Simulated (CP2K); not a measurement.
Band structure of SnO₂ (Pnnm, 6 atoms in the cell).

```
CELL_PARAMETERS angstrom
      4.79135     0.00000     0.00000
      0.00000     4.86999     0.00000
      0.00000     0.00000     3.24317
ATOMIC_POSITIONS crystal
  Sn 0.50000 0.50000 0.50000
  Sn 0.00000 0.00000 0.00000
  O  0.29185 0.32104 0.00000
  O  0.70815 0.67896 0.00000
  O  0.79185 0.17896 0.50000
  O  0.20815 0.82104 0.50000
```

Method: PBEsol, GPW, DZVP-MOLOPT-SR-GTH basis, GTH-PBE potentials (GTH_POTENTIALS) (CP2K).

Settings: CUTOFF = 450 Ry; REL_CUTOFF = 50 Ry; KPOINTS/SCHEME = MONKHORST-PACK 5 5 7; XC_FUNCTIONAL = PBE:PBESOL; Sn/BASIS_SET = DZVP-MOLOPT-SR-GTH-q4; Sn/POTENTIAL = GTH-PBE-q4; O/BASIS_SET = DZVP-MOLOPT-SR-GTH-q6; O/POTENTIAL = GTH-PBE-q6; METHOD = GPW; EPS_DEFAULT = 1e-10; EXTRAPOLATION = USE_GUESS; NGRIDS = 4; SCF_GUESS = ATOMIC; EPS_SCF = 1e-06.

The starting cell comes from a database of computed structures (which also holds hypothetical and non-ambient phases and stackings), without a prior relaxation at this level. Its lattice was rescaled by a random factor within 2.5 % of one. Values carry the incompleteness of an atom-centred basis. The potentials were made for another functional than the one used.

### Question
Predict the gap along the standard path and the places of the band edges.

### Answer
The gap along the path is 0.57 eV, from a point between Y and Γ to Γ; the smallest direct gap on it is 0.60 eV.

Levels in eV from the top of the valence band on the SCF mesh, bands 13 to 17:
```tsv
point	13	14	15	16	17
Γ	-1.38	-0.49	-0.48	0.00	0.60
X	-1.40	-1.40	-1.06	-1.06	5.63
S	-0.89	-0.89	-0.70	-0.70	5.81
Y	-1.29	-1.29	-0.38	-0.38	3.71
Z	-1.28	-1.28	-0.51	-0.51	3.86
U	-0.91	-0.91	-0.76	-0.76	5.71
R	-0.80	-0.80	-0.58	-0.58	4.30
T	-1.48	-1.48	-0.74	-0.74	4.14
```

Higher empty bands are left out: an atom-centred basis made for the valence describes them poorly.
